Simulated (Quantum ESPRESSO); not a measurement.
# Pressure against volume in antifluorite Mg2Sn (space group 225) (Quantum ESPRESSO, PBE)

```xyz
3
Lattice="0.0000 3.3199 3.3199 3.3199 0.0000 3.3199 3.3199 3.3199 0.0000" Properties=species:S:1:pos:R:3 pbc="T T T"
Mg     1.6600     1.6600     1.6600
Mg     4.9799     4.9799     4.9799
Sn     0.0000     0.0000     0.0000
```

Level of theory: PBE, PSlibrary PAW (PBE) pseudopotentials (plane waves; Quantum ESPRESSO). Settings: ecutwfc = 143 Ry; ecutrho = 858 Ry; occupations = smearing; smearing = fd; degauss = 0.000734986 Ry; potentials = {Mg: Mg.pbe-spn-kjpaw_psl.1.0.0.UPF, Sn: Sn.pbe-dn-kjpaw_psl.1.0.0.UPF}; K_POINTS = automatic 8 8 8 0 0 0; conv_thr = 1e-10 Ry. The cell above is the first row's. The rows scale it uniformly. In all rows fractional positions and the k mesh are held.

| V (Å^3/atom) | P (GPa) |
|---|---|
| 24.394 | ? |
| 24.924 | 2.56 |
| 25.455 | 1.52 |
| 25.985 | 0.58 |
| 26.515 | -0.27 |
| 27.046 | -1.03 |
| 27.576 | -1.71 |
| 28.106 | -2.32 |
| 28.637 | -2.85 |

Q: Using a cubic, estimate the missing P at V = 24.394 from the other rows, showing the fit.

A: With u = V - 26.8, the rows have u = -1.8760, -1.3450, -0.8150, -0.2850, 0.2460, 0.7760, 1.3060, 1.8370. Least squares gives P = -0.689 - 1.4310·u + 0.1490·u² - 0.00594·u³. Residuals (row less fit): 0.001, 0.000, 0.001, -0.001, 0.002, 0.003, -0.003, 0.002; standard error 0.003 (degrees of freedom: 4). The fitted pressure is zero at V0 = 26.34, where dP/dV = -1.572, so B0 = -V0·dP/dV = 41.4 GPa. At the withheld row, u = -2.4060, so P = -0.689 - 1.4310 × (-2.4060) + 0.1490 × (-2.4060)² - 0.00594 × (-2.4060)³ = 3.699 GPa. The calculation gives 3.72 GPa, 0.021 GPa above the prediction (0.3 % of the range of P in the table). The row lies outside the fitted rows, so this is an extrapolation. From the scatter of the fitted rows alone, a prediction at this place has a standard error of 0.007 GPa, so the miss is 3.2 times that.

Carrying the step between the two nearest rows on in a straight line would have given 3.60, off by 0.12; series whose last step already gives the withheld value aren't shown. The scan was laid around a cell of about the measured size, scaled by a guess for this functional. The runs keep the symmetry of the cell, so they don't test it for distortions. Cutoffs and mesh are single choices, not tested for convergence of this quantity. Series with a scatter that would blur these digits, or in which a gap closes, are not shown.

Terms beyond the fitted order, or numerical noise in single rows, can give a miss of this size; the table doesn't tell which.
